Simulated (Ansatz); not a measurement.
## Ag under a change: pressure 15 GPa

Start from Ag in the fcc (Cu type) structure (space group Fm-3m, No. 225; a = 4.002 Å).

Now apply this change: cell and atoms relaxed at a pressure of 15 GPa.

Level of theory: Ansatz (a quantum-chemistry and plane-wave program) LDA, no SOC. Settings: 20×20×20 k-points, 0.05 eV Fermi–Dirac smearing.

| quantity | base | changed | shift |
|---|---|---|---|
| volume per atom | 16.02 Å³ | 14.71 Å³ | -1.31 Å³ |
| density | 11.18 g/cm³ | 12.18 g/cm³ | +1.00 g/cm³ |
| shortest interatomic distance | 2.830 Å | 2.750 Å | -0.0793 Å |
| enthalpy H = E + PV relative to the base's energy | – | +1.43 eV/atom | – |
| band gap | zero | zero | – |

Final structure:

```yaml
crystal:
  lattice:
    - [0.00000, 1.94470, 1.94470]
    - [1.94470, 0.00000, 1.94470]
    - [1.94470, 1.94470, 0.00000]
  atoms:
    - { symbol: Ag, position: [0.00000, 0.00000, 0.00000] }
```

Load acts through the strain it causes; cell and atoms are relaxed under it. No phonon test of stability was made. Competing high-pressure phases were not computed.
